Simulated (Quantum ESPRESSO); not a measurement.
Input and output of a self-consistent single point for MnHg (Pm-3m, 2 atoms in the cell) (Quantum ESPRESSO).

Level of theory: PBEsol, GBRV 1.5 ultrasoft (PBESOL) pseudopotentials (plane waves; Quantum ESPRESSO).

```xyz
2
Lattice="3.3538 0.0000 0.0000 0.0000 3.3538 0.0000 0.0000 0.0000 3.3538" Properties=species:S:1:pos:R:3 pbc="T T T"
Mn     1.6769     1.6769     1.6769
Hg     0.0000     0.0000     0.0000
```
Moments meant for the start (each program seeds them in its own way; μB, in the order of the atoms Mn Hg): 4.0 0.0.

Reference input (self-consistent single point, DFT, PBEsol, plane waves, GBRV 1.5 ultrasoft (PBESOL) pseudopotentials): ecutwfc = 50 Ry; ecutrho = 400 Ry; occupations = smearing; smearing = gaussian; degauss = 0.0073499 Ry; nspin = 2; potentials = {Mn: mn_pbesol_v1.5.uspp.F.UPF, Hg: hg_pbesol_v1.uspp.F.UPF}; K_POINTS = automatic 8 8 8 0 0 0; conv_thr = 1e-10 Ry; mixing_beta = 0.2. This run's input differs from it in these lines:

```diff
@@ -20,3 +20,3 @@
 &electrons
-  conv_thr = 1e-10
+  conv_thr = 7.3e-08
   mixing_beta = 0.2
```

Output, abridged:

```
     Self-consistent Calculation

     iteration #  1     ecut=    50.00 Ry     beta= 0.20

     total energy              =    -318.52487998 Ry
     estimated scf accuracy    <       0.38917656 Ry

     total magnetization       =     3.95 Bohr mag/cell
     absolute magnetization    =     4.07 Bohr mag/cell

     iteration #  2     ecut=    50.00 Ry     beta= 0.20

     total energy              =    -318.53034043 Ry
     estimated scf accuracy    <       0.08508852 Ry

     total magnetization       =     3.94 Bohr mag/cell
     absolute magnetization    =     4.08 Bohr mag/cell

     iteration #  3     ecut=    50.00 Ry     beta= 0.20

   [... lines left out ...]
     absolute magnetization    =     4.11 Bohr mag/cell

   [... 8 blocks of this kind left out ...]

     iteration # 12     ecut=    50.00 Ry     beta= 0.20

     total energy              =    -318.54865568 Ry
     estimated scf accuracy    <       0.00000020 Ry

     total magnetization       =     4.00 Bohr mag/cell
     absolute magnetization    =     4.23 Bohr mag/cell

     iteration # 13     ecut=    50.00 Ry     beta= 0.20

     Magnetic moment per site  (integrated on atomic sphere of radius R)
     atom   1 (R=0.357)  charge= 13.7147  magn=  3.9655
     atom   2 (R=0.357)  charge= 10.2421  magn= -0.0273
     End of self-consistent calculation

     the Fermi energy is    13.1808 ev

!    total energy              =    -318.54865580 Ry
     estimated scf accuracy    <       0.00000001 Ry
     smearing contrib. (-TS)   =      -0.00066177 Ry
     internal energy E=F+TS    =    -318.54799402 Ry

     total magnetization       =     4.00 Bohr mag/cell
     absolute magnetization    =     4.23 Bohr mag/cell

     convergence has been achieved in  13 iterations

     Forces acting on atoms (cartesian axes, Ry/au):

     atom    1 type  1   force =     0.00000000    0.00000000    0.00000000
     atom    2 type  2   force =     0.00000000    0.00000000    0.00000000

     Total force =     0.000000     Total SCF correction =     0.000000

          total   stress  (Ry/bohr**3)                   (kbar)     P=      -66.65
  -0.00045310   0.00000000   0.00000000          -66.65        0.00        0.00
   0.00000000  -0.00045310   0.00000000            0.00      -66.65        0.00
   0.00000000   0.00000000  -0.00045310            0.00        0.00      -66.65

   JOB DONE.
```

The run converged in 13 iterations. Against the reference run the free energy stays essentially unchanged (within 1 meV/atom), the pressure goes from -6.80 to -6.67 GPa and the size of the net moment stays at 2.00 μB/atom.

The starting cell comes from a database of computed structures (which also holds hypothetical and non-ambient phases and stackings), without a prior relaxation at this level. Its lattice was rescaled by a random factor within 2.5 % of one. With one magnetic atom in the cell only a parallel order is possible. With a pressure of about -7 GPa the cell is away from its equilibrium volume at this level.

Cost on one core of a shared machine: roughly 60 s.
